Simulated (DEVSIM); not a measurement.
System: abrupt Si p-n junction, at 300 K.

Layer 1 from the left is Si, thickness (μm) 14.0, Na (cm⁻³) 2.2e17, τn (s) 1.1e-5, τp (s) 1.1e-5. Layer 2 from the left is Si, thickness (μm) 3.00, Nd (cm⁻³) 3.6e16, τn (s) 1.1e-5, τp (s) 3.3e-6.

Left contact: ohmic. Right contact: ohmic. Voltage is applied to the left contact. Recombination: SRH at mid-gap, Auger. Mobility is μmin + (μ − μmin)/(1 + (N/Nref)^α).

This is a model device: material constants are rounded textbook-type values typed into the input, and sizes, dopings and lifetimes were drawn at random. Values at 300 K.

Si: gap (eV) 1.124, affinity (eV) 4.05, permittivity 11.7, Nc (cm⁻³) 2.86e19, Nv (cm⁻³) 3.1e19, μn (cm²/Vs) 1417, μp (cm²/Vs) 470, μn,min 52, μp,min 45, Nref,n 9.7e16, Nref,p 2.2e17, αn 0.68, αp 0.72, Cn (cm⁶/s) 2.8e-31, Cp (cm⁶/s) 9.9e-32.

### Question
Estimate by hand the built-in potential, the peak field at zero bias, the capacitance at -2 V, and compare with a numerical solution.

### Answer

- Built-in potential: ni = √(Nc Nv) exp(−Eg/2kT) = 1.08e10 cm⁻³ with Eg = 1.124 eV; Vbi = kT/q ln(Na Nd/ni²) = 0.823 V; numerical 0.823 V.
- Peak field at zero bias: depletion approximation: W = √(2εVbi/(qN)) = 0.186 μm with N = 3.09e16 cm⁻³; field = 2Vbi/W = 88800 V/cm; numerical 86000 V/cm (estimate above by 3.2 %).
- Capacitance at -2 V: C = √(qεN / 2(Vbi + |V|)) = 30.2 nF/cm²; numerical 30.4 nF/cm² (estimate below by 0.92 %).

DEVSIM, 1D drift-diffusion, Boltzmann statistics, complete ionisation; no tunnelling, impact ionisation, image-force lowering or self-heating.
